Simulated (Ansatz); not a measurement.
# Quick settings and what they miss: the (100) slab of Nb2InC (cut from a parent of space group no. 194; 24 atoms in the cell)

Self-consistent single point.

```yaml
crystal:
  lattice:
    - [3.24071, 0.00000, 0.00000]
    - [0.00000, 14.66653, 0.00000]
    - [0.00000, 0.00000, 19.37560]
  atoms:
    - { symbol: Nb, position: [0.90848, 0.91669, 0.35725] }
    - { symbol: Nb, position: [0.40847, 0.08331, 0.30967] }
    - { symbol: Nb, position: [0.40847, 0.41669, 0.30967] }
    - { symbol: Nb, position: [0.90848, 0.58331, 0.35725] }
    - { symbol: Nb, position: [0.40847, 0.91669, 0.50000] }
    - { symbol: Nb, position: [0.90848, 0.08331, 0.45241] }
    - { symbol: Nb, position: [0.90848, 0.41669, 0.45241] }
    - { symbol: Nb, position: [0.40847, 0.58331, 0.50000] }
    - { symbol: Nb, position: [0.90848, 0.91669, 0.64275] }
    - { symbol: Nb, position: [0.40847, 0.08331, 0.59517] }
    - { symbol: Nb, position: [0.40847, 0.41669, 0.59517] }
    - { symbol: Nb, position: [0.90848, 0.58331, 0.64275] }
    - { symbol: In, position: [0.90848, 0.25000, 0.35725] }
    - { symbol: In, position: [0.40847, 0.75000, 0.30967] }
    - { symbol: In, position: [0.40847, 0.25000, 0.50000] }
    - { symbol: In, position: [0.90848, 0.75000, 0.45241] }
    - { symbol: In, position: [0.90848, 0.25000, 0.64275] }
    - { symbol: In, position: [0.40847, 0.75000, 0.59517] }
    - { symbol: C, position: [0.40847, 0.00000, 0.40483] }
    - { symbol: C, position: [0.40847, 0.50000, 0.40483] }
    - { symbol: C, position: [0.90848, 0.00000, 0.54759] }
    - { symbol: C, position: [0.90848, 0.50000, 0.54759] }
    - { symbol: C, position: [0.40847, 0.00000, 0.69033] }
    - { symbol: C, position: [0.40847, 0.50000, 0.69033] }
```

Level of theory: LDA (PW92), PAW files made with PBE (plane waves; Ansatz, an electronic-structure program).

Base settings: basis.ecutwfc = 420 eV; kpoints.mp_grid.grid = 5 2 1; hamiltonian.xc = lda; hamiltonian.pseudopotentials = {kind: paw} (the program's default PAW files); scf.occupations.method = fermi_dirac; scf.occupations.width = 0.1 eV.

Tight run (finer mesh or higher cutoff; not a proven limit): basis.ecutwfc: 420 eV → 590 eV; kpoints.mp_grid.grid: 5 2 1 → 7 3 1; scf.convergence.dr2_threshold: default (1e-07 eV) → 1e-09 eV. It gave Fermi level (on the code's own zero) 3.82 eV; pressure averaged over the cell with its vacuum -8.32 GPa; largest force (vector length) 4.253 eV/Å.

Quick runs, as changes from the base:
- A: the base itself
- B: kpoints.mp_grid.grid: 5 2 1 → 4 4 1; scf.occupations.method: fermi_dirac → cold; scf.occupations.width: 0.1 eV → 0.136 eV
- C: basis.ecutwfc: 420 eV → 210 eV; kpoints.mp_grid.grid: 5 2 1 → 4 4 1; hamiltonian.xc: lda → pbesol [PBEsol]
- D: basis.ecutwfc: 420 eV → 250 eV; kpoints.mp_grid.grid: 5 2 1 → 3 3 1
- E: basis.ecutwfc: 420 eV → 295 eV; kpoints.mp_grid.grid: 5 2 1 → 4 4 1; hamiltonian.xc: lda → pbesol [PBEsol]

Energies are extrapolated to zero smearing width, which holds to low order in the width alone.

Dashes: energy of C, E, another energy zero; time of D, under 30 s.

† marks runs with another functional, U, potentials or spin treatment: their distance from the tight run is not a convergence error alone.

The count of work is k-points × plane waves × bands × iterations; it is no time. Core times come from one kind of shared machine and are given to one figure; runs under 30 s give none.

The starting cell comes from a database of computed structures (which also holds hypothetical and non-ambient phases and stackings), without a prior relaxation at this level. The slab is cut from that crystal, and its faces are unrelaxed. Its lattice was rescaled in the plane by a random factor within 2.5 % of one. Spin polarisation is off. The two faces of this cut differ, and no dipole correction was used. In the base run, forces exceed 1 eV/Å. Without a gap this mesh is coarse (it stands for a supercell whose shortest in-plane vector is 16 Å).

```tsv
run	energy less tight (meV/atom)	largest miss in a force vector (eV/Å)	count of work / tight	core time / tight (rough)
A	1.5	0.193	0.34	0.3
B	6.8	0.329	0.52	0.4
C†	–	0.588	0.18	0.1
D	418.7	0.573	0.11	–
E†	–	0.377	0.31	0.2
```

Among the runs at the tight run's level, the energy misses run from 1.5 to 418.7 meV/atom.

Left out of this page: 1 run of the series outside the window shown, repeating another row's setting, or not comparable.

Keys are those of Ansatz 0.2.
